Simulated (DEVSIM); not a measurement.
Device: Schottky contact on n-type Si, at 300 K.

| layer (left to right) | material | thickness (μm) | Nd (cm⁻³) | τn (s) | τp (s) |
|---|---|---|---|---|---|
| 1 | Si | 2.30 | 2.1e17 | 7.7e-6 | 7.7e-6 |
| 2 | Si | 1.20 | 5.1e17 | 7.7e-6 | 7.7e-6 |

Left contact: Schottky, work function 4.47 eV, emission velocity 5.6e6 cm/s. Right contact: ohmic. Voltage is applied to the left contact. Recombination: SRH at mid-gap, radiative, Auger. Mobility is constant in doping.

This is a model device: material constants are rounded textbook-type values typed into the input, and sizes, dopings and lifetimes were drawn at random. Values at 300 K.

```tsv
parameter	Si
gap (eV)	1.124
affinity (eV)	4.05
permittivity	11.7
Nc (cm⁻³)	2.86e19
Nv (cm⁻³)	3.1e19
μn (cm²/Vs)	1417
μp (cm²/Vs)	470
B (cm³/s)	4.7e-15
Cn (cm⁶/s)	2.8e-31
Cp (cm⁶/s)	9.9e-32
```

Model (solved in DEVSIM): 1D drift-diffusion, Boltzmann statistics, complete ionisation; no tunnelling, impact ionisation, image-force lowering or self-heating. Metal contacts follow the ideal Schottky-Mott rule: no Fermi-level pinning, no interface dipoles.

Question: Tabulate band edges, carrier densities and field at zero bias.

Answer: Energies count from the Fermi level of the right contact; mesh points crowd at the junctions.

| x (μm) | Ec (eV) | Ev (eV) | n (cm⁻³) | p (cm⁻³) | field (V/cm) |
|---|---|---|---|---|---|
| 0.000 | 0.420 | -0.704 | 2.5e12 | 4.6e7 | -130000 |
| 0.02196 | 0.209 | -0.915 | 8.9e15 | 13000 | -61000 |
| 0.06012 | 0.129 | -0.995 | 2.0e17 | 600 | -2100 |
| 0.1359 | 0.127 | -0.997 | 2.1e17 | 550 | ≈ 0 |
| 0.3467 | 0.127 | -0.997 | 2.1e17 | 550 | ≈ 0 |
| 0.6514 | 0.127 | -0.997 | 2.1e17 | 550 | ≈ 0 |
| 1.240 | 0.127 | -0.997 | 2.1e17 | 550 | ≈ 0 |
| 1.856 | 0.127 | -0.997 | 2.1e17 | 550 | ≈ 0 |
| 2.077 | 0.127 | -0.997 | 2.1e17 | 550 | ≈ 0 |
| 2.189 | 0.127 | -0.997 | 2.1e17 | 550 | ≈ 0 |
| 2.253 | 0.127 | -0.997 | 2.1e17 | 550 | -73 |
| 2.294 | 0.121 | -1.003 | 2.7e17 | 430 | -7500 |
| 2.311 | 0.106 | -1.018 | 4.8e17 | 240 | -2600 |
| 2.342 | 0.104 | -1.020 | 5.1e17 | 230 | -12 |
| 2.427 | 0.104 | -1.020 | 5.1e17 | 230 | ≈ 0 |
| 2.559 | 0.104 | -1.020 | 5.1e17 | 230 | ≈ 0 |
| 2.785 | 0.104 | -1.020 | 5.1e17 | 230 | ≈ 0 |
| 3.103 | 0.104 | -1.020 | 5.1e17 | 230 | ≈ 0 |
| 3.339 | 0.104 | -1.020 | 5.1e17 | 230 | ≈ 0 |
| 3.422 | 0.104 | -1.020 | 5.1e17 | 230 | ≈ 0 |
| 3.470 | 0.104 | -1.020 | 5.1e17 | 230 | ≈ 0 |
| 3.500 | 0.104 | -1.020 | 5.1e17 | 230 | ≈ 0 |
